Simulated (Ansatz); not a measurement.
End structure of the (32-50) surface of hcp Re in its 1x1 cell, outermost plane spacing 0.18 Å in the ideal cut:

```
CELL_PARAMETERS angstrom
      4.48103     0.00000     0.00000
      0.00000    12.09909     0.00000
      0.00000     0.00000    27.00000
ATOMIC_POSITIONS crystal
  Re 0.25000 0.13991 0.30823
  Re 0.75000 0.24861 0.31401
  Re 0.25000 0.53328 0.32879
  Re 0.75000 0.64753 0.33485
  Re 0.25000 0.92599 0.34819
  Re 0.75000 0.05234 0.35175
  Re 0.25000 0.31282 0.36170
  Re 0.75000 0.44872 0.36817
  Re 0.25000 0.70874 0.38110
  Re 0.75000 0.84509 0.38806
  Re 0.25000 0.10690 0.40530
  Re 0.75000 0.23782 0.41145
  Re 0.25000 0.50115 0.42473
  Re 0.75000 0.63121 0.43114
  Re 0.25000 0.89565 0.44483
  Re 0.75000 0.02635 0.45233
  Re 0.25000 0.29055 0.46558
  Re 0.75000 0.42156 0.47177
  Re 0.25000 0.68429 0.48519
  Re 0.75000 0.81624 0.49194
  Re 0.25000 0.07850 0.50806
  Re 0.75000 0.21045 0.51481
  Re 0.25000 0.47318 0.52823
  Re 0.75000 0.60418 0.53442
  Re 0.25000 0.86839 0.54767
  Re 0.75000 0.99909 0.55517
  Re 0.25000 0.26353 0.56886
  Re 0.75000 0.39359 0.57527
  Re 0.25000 0.65691 0.58855
  Re 0.75000 0.78783 0.59470
  Re 0.25000 0.04964 0.61194
  Re 0.75000 0.18599 0.61890
  Re 0.25000 0.44602 0.63183
  Re 0.75000 0.58192 0.63830
  Re 0.25000 0.84240 0.64825
  Re 0.75000 0.96875 0.65181
  Re 0.25000 0.24720 0.66515
  Re 0.75000 0.36146 0.67121
  Re 0.25000 0.64613 0.68599
  Re 0.75000 0.75483 0.69177
```

Model: 40-atom slab, 10.7 Å thick at the start, 9x3x1 mesh, Fermi-Dirac 0.1 eV, dipole correction, single point; on the structure that PBE left under its start's symmetry; no spin, no spin-orbit, no U.

Problem. Predict the work function of the top face from Ansatz (an electronic-structure program) with r2SCAN, at the PBE geometry.

Solution. 4.56 eV
